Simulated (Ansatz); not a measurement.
KTaO$_{3}$ (Pm-3m), PBEsol, rigid bands in Ansatz (an electronic-structure program): N_v = 5.19e20 cm⁻³ at 300 K and a hole conductivity mass of 2.01 mₑ.

Task: For 1e17 holes per cm³ at 300 K, place the Fermi level, estimate the Seebeck coefficient of a parabolic band with constant τ, and give mobility and conductivity for τ = 5 fs.

Result: The level lies k_BT ln(N_v/p) = 0.221 eV above the valence-band maximum. S ≈ +(k_B/e)[ln(N_v/p) + 5/2] = 953 μV/K, against 951 μV/K from the full bands (mean over directions). μ = eτ/m = 4.38 cm²/(V·s) and σ = peμ = 0.0701 S/cm. τ is assumed, not computed.

Band transport and this doping are assumed; polarons and phonon drag are left out. Spin-orbit coupling is left out; with 5d elements it also splits d-like band edges.
